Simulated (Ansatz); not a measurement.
The parent structure is La2O3 (space group P-3m1, No. 164).

```yaml
crystal:
  lattice:
    - [3.90611, 0.00000, 0.00000]
    - [-1.95305, 3.38279, 0.00000]
    - [0.00000, 0.00000, 6.03995]
  atoms:
    - { symbol: La, position: [0.33333, 0.66667, 0.24536] }
    - { symbol: La, position: [0.66667, 0.33333, 0.75464] }
    - { symbol: O, position: [0.00000, 0.00000, 0.00000] }
    - { symbol: O, position: [0.33333, 0.66667, 0.64601] }
    - { symbol: O, position: [0.66667, 0.33333, 0.35399] }
```

Calculations: PBEsol (Ansatz, a first-principles code, PAW, no SOC).

For the base:

The smallest direct gap is 3.86 eV. The pressure comes out as 0.00 GPa. The width of the top valence band is 0.41 eV.

Perturbation: the cell is scaled by 0.9596 in all directions, atoms relaxed at fixed cell.

Q: Predict the new smallest direct gap.

A: The smallest direct gap shrinks by 0.10 eV to 3.76 eV.

Q: What does the calculation give for the pressure after the change?

A: The pressure (mean of the normal stresses, compression positive) goes from zero to 21.13 GPa.

Q: Predict the new energy relative to the base.

A: The energy rises by 110 meV/atom.

Q: How does this affect the hole mass?

A: The hole mass amounts to 3.0 mₑ along c, 0.88 mₑ across (at K).

Q: What does the calculation give for the width of the top valence band after the change?

A: The width of the top valence band goes up by 0.35 eV, from 0.41 eV to 0.76 eV.

The cells carry an imposed strain or load. Effective masses come from finite differences of ±0.01 Å⁻¹. Whether these cells are dynamically stable was not tested.
